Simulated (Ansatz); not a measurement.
We consider BaAl₄ (I4/mmm, No. 139), described by PBEsol-D3(BJ) in Ansatz (plane waves, PAW).

Numerical settings: plane-wave cutoff 520 eV, 18×18×18 k mesh, Fermi–Dirac smearing 0.05 eV, scalar-relativistic PAW data made under PBE.

Properties against volume:

Shape and atoms are relaxed at each volume.

```csv
V (Å³/atom),P (GPa),c (Å),a (Å)
21.136,2.65,11.041,4.375
21.576,1.26,11.092,4.410
22.016,0.00,11.142,4.445
22.457,-1.14,11.196,4.479
22.897,-2.16,11.249,4.512
```

Note: the bulk modulus comes from volumes at which shape and atoms were relaxed.

Ansatz is a program for electronic structure.
